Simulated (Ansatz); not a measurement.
Effect of pressure 5 GPa on NaCl

The reference is NaCl in the rock salt structure (space group Fm-3m, No. 225; a = 5.696 Å).

It is then changed as follows: a hydrostatic pressure of 5 GPa.

The values are results of PBE, PAW, 420 eV (Ansatz, a program for electronic structure; no spin-orbit coupling), not measurements. Settings: 10×10×10 k-points, 0.05 eV Fermi–Dirac smearing.

The volume per atom decreases by 3.206 Å³ to 19.89 Å³ and the density grows by 0.34 g/cm³ (2.10 g/cm³ → 2.44 g/cm³). The lattice parameter a falls by 0.277 Å (5.696 Å → 5.419 Å) and the enthalpy H = E + PV relative to the base's energy comes out as +0.66 eV/atom. The band gap grows by 0.617 eV (5.00 eV → 5.61 eV) and the gap character is still direct at Γ. The width of the top valence band rises by 0.21 eV (0.71 eV → 0.92 eV) and the electron mass changes from 0.40 mₑ (at Γ) to 0.39 mₑ (at Γ). The hole mass (degenerate bands, along [100]) changes from 0.65, 2.9, 2.9 mₑ (at Γ) to 0.57, 2.5, 2.5 mₑ (at Γ).

Load acts through the strain it causes; cell and atoms are relaxed under it. Masses are band curvatures over ±0.01 Å⁻¹ around the edge. Stability against distortions was not tested. Competing high-pressure phases were not computed.
